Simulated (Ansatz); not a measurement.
Consider this model of amorphous Zn30O12N12.

```xyz
54
Lattice="8.8976 0.0000 0.0000 0.0000 8.8976 0.0000 0.0000 0.0000 8.8976" Properties=species:S:1:pos:R:3 pbc="T T T"
Zn     4.8564     1.8423     4.7685
Zn     2.0363     6.1294     4.7700
Zn     4.6599     8.0828     8.3235
Zn     1.1790     2.2503     0.3314
Zn     6.6112     0.0229     5.9268
Zn     8.5388     8.4169     0.2913
Zn     5.3087     6.1750     5.8365
Zn     0.7739     5.6833     1.7170
Zn     3.5355     1.3301     7.3821
Zn     3.6705     4.2952     0.4115
Zn     6.5336     5.6415     2.5540
Zn     4.6189     1.7342     1.3888
Zn     8.1449     1.9927     6.7573
Zn     2.1180     8.7026     1.7683
Zn     1.3264     0.4947     6.2820
Zn     3.8573     4.4735     3.4034
Zn     1.8714     7.1643     7.8514
Zn     8.4586     0.9031     3.1807
Zn     0.0993     4.7031     7.3975
Zn     6.9344     3.9208     5.1390
Zn     5.8612     3.2114     7.6284
Zn     5.9476     8.6325     2.3146
Zn     0.3213     3.7444     3.7741
Zn     2.3247     1.9553     3.6578
Zn     2.4900     3.6535     6.3514
Zn     7.4000     3.1429     1.0368
Zn     3.8619     6.9407     2.1121
Zn     3.6808     8.3390     5.0535
Zn     6.7849     6.2147     8.5820
Zn     8.1649     6.8788     5.1715
O      4.1770     2.5530     3.0971
O      0.1965     3.4614     5.6777
O      6.9572     1.5324     2.0197
O      7.1585     7.3488     1.3787
O      2.6269     7.6149     3.6030
O      3.6946     5.0563     5.4089
O      8.5286     8.8503     4.9425
O      1.8222     3.9923     8.2978
O      1.8245     4.8398     3.2409
O      0.7941     6.2798     6.3209
O      5.4414     8.7768     4.2826
O      8.2184     4.4457     2.2675
N      6.3732     2.2454     5.9372
N      1.2147     7.2210     0.7331
N      1.1631     1.5387     2.2088
N      6.7579     5.7042     4.5399
N      0.2642     0.9832     7.9959
N      6.0990     7.4270     7.1778
N      2.7990     1.8674     5.5333
N      4.6762     5.2644     1.7758
N      3.1063     8.3111     6.9166
N      7.3071     4.3359     8.3426
N      4.3229     2.6013     8.5727
N      4.1841     8.6820     1.2260
```

Level of theory: PBE, scalar-relativistic without spin-orbit coupling (plane waves to 420 eV, PAW; Ansatz, a first-principles code).

The cell was made by melting and quenching with the CHGNet potential and then relaxed with DFT. O and N atoms were pushed apart under 1.9 Å during the dynamics, to hinder bonds among them. The hot cell started wider than the set density and was brought back towards it in steps. It is the lowest in DFT energy of 2 quenches. It is a model cell: composition and starting density were chosen by hand, and all elements were melted together. No dispersion term was used. Its density started from a set value of 6.01 and ended at 5.47 g/cm³. The quench (nominally 230 K/ps over its main leg) was far faster than any real one, so the model tends to hold more defects than a real film. One small periodic cell is one sample of the glass; other quenches scatter about these values. The volume was free in the relaxation, at fixed shape. Stress components on the final sampling reach 2.9 GPa.

Cut-offs for bonds: Zn-Zn 2.68 Å, Zn-O 2.56 Å, Zn-N 2.38 Å, O-O 1.58 Å, O-N 1.64 Å, N-N 1.70 Å. Two cations that share two anions don't count as bonded, nor two that share one unless they lie closer than Zn-Zn 2.61 Å.

Give the coordination numbers, mean bond lengths and angles.


```yaml
Mean coordination of Zn by anions: 3.37 (19 with 3, 11 with 4); 4 close contacts or bonds to cations besides
Mean coordination of O: 4.08 (11 with 4, 1 with 5)
Mean coordination of N: 4.33 (8 with 4, 4 with 5)
Mean Zn-N bond: 1.995 Å (spread 0.078 Å, 52 counted)
Mean Zn-O bond: 2.058 Å (spread 0.106 Å, 49 counted)
Mean Zn-Zn close contact: 2.602 Å (spread 0.004 Å, 2 counted)
Bond angle at Zn: mean 111.5°, spread 20.8°
Bond angle at O: mean 108.5°, spread 20.8°
Bond angle at N: mean 107.3°, spread 19.5°
```

List the pairs of like atoms that count as bonded by the rules above.

Zn3-Zn9 (2.60 Å), Zn13-Zn15 (2.61 Å).
